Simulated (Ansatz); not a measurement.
The starting structures come from a database of crystals and need not be the phases stable at ambient conditions.

Consider the following.

```
HfK2F6
1.0
    6.19419     0.00000     0.00000
   -3.09710     5.36433     0.00000
    3.09710     1.78811     5.05754
K Hf F
2 1 6
Direct
  0.50000   0.75000   0.75000
  0.50000   0.25000   0.25000
  0.00000   0.00000   0.00000
  0.00000   0.77134   0.77134
  0.00000   0.22866   0.22866
  0.00000   0.77134   0.22866
  0.00000   0.22866   0.77134
  0.45732   0.22866   0.77134
  0.54268   0.77134   0.22866
```

Space group of this cell: Fm-3m. The cell is taken as given; by PBEsol its mean pressure is -1.4 GPa.

Transport runs along the normal of the first two printed cell vectors, the (111) plane of the conventional cell.

The gap is the functional's own, uncorrected, and κ follows it; spin-orbit coupling is left out. Mid-gap values are interpolated between the computed energies.

Q: Predict the band gap and the smallest decay constant κ at mid-gap from PBEsol (Ansatz, an electronic-structure program).

A: Gap 6.82 eV on a 8×8×8 mesh; κ = 0.566 1/Å, at the zone centre.
